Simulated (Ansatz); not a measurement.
Base system: Ca in the fcc (Cu type) structure (space group Fm-3m, No. 225; relaxed with 0.1 eV smearing).

```
CELL_PARAMETERS angstrom
      0.00000     2.78423     2.78423
      2.78423     0.00000     2.78423
      2.78423     2.78423     0.00000
ATOMIC_POSITIONS crystal
  Ca 0.00000 0.00000 0.00000
```

Cartesian axes are those of the cell as printed.

Computed with Ansatz (a program for electronic structure), r2SCAN, PAW, cutoff 500 eV, no spin-orbit coupling.

Now apply this change: biaxial strain −2.03 %, plane normal [111], relaxed out of plane (Cartesian); in-plane vectors clamped, the third vector and the atoms free.

Q: Estimate the effect on the ratio −ε⊥/ε∥.

A: The ratio −ε⊥/ε∥ is 0.27.

No phonon test of stability was made.
